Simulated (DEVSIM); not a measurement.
Device: abrupt Si p-n junction, at 250 K.

Layer 1 from the left is Si, thickness (μm) 32.0, Na (cm⁻³) 8.2e17, τn (s) 3.1e-6, τp (s) 3.1e-6. Layer 2 from the left is Si, thickness (μm) 0.330, Nd (cm⁻³) 4.7e16, τn (s) 3.1e-6, τp (s) 3.1e-6.

Left contact: ohmic. Right contact: ohmic. Voltage is applied to the left contact. Recombination: SRH at mid-gap, radiative, Auger. Mobility is μmin + (μ − μmin)/(1 + (N/Nref)^α).

Constants are typed, rounded textbook-type inputs, not results; the design itself was drawn at random and stands for no fabricated device. Values at 300 K; Nc and Nv go as T^1.5, mobilities as T to minus their exponent, the gap by Varshni's rule with the affinity fixed.

Si: gap (eV) 1.124, affinity (eV) 4.05, permittivity 11.7, Nc (cm⁻³) 2.86e19, Nv (cm⁻³) 3.1e19, μn (cm²/Vs) 1417, μp (cm²/Vs) 470, μn,min 52, μp,min 45, Nref,n 9.7e16, Nref,p 2.2e17, αn 0.68, αp 0.72, T exponent of μn 2.3, T exponent of μp 2.2, B (cm³/s) 4.7e-15, Cn (cm⁶/s) 2.8e-31, Cp (cm⁶/s) 9.9e-32, Varshni α (eV/K) 0.000473, Varshni β (K) 636.

Q: Estimate by hand the built-in potential, the peak field at zero bias, and compare with a numerical solution.

A: 
- Built-in potential: ni = √(Nc Nv) exp(−Eg/2kT) = 8.01e7 cm⁻³ with Eg = 1.136 eV; Vbi = kT/q ln(Na Nd/ni²) = 0.932 V; numerical 0.932 V.
- Peak field at zero bias: depletion approximation: W = √(2εVbi/(qN)) = 0.165 μm with N = 4.45e16 cm⁻³; field = 2Vbi/W = 113000 V/cm; numerical 112000 V/cm (estimate above by 1.5 %).

DEVSIM, 1D drift-diffusion, Boltzmann statistics, complete ionisation; no tunnelling, impact ionisation, image-force lowering or self-heating.
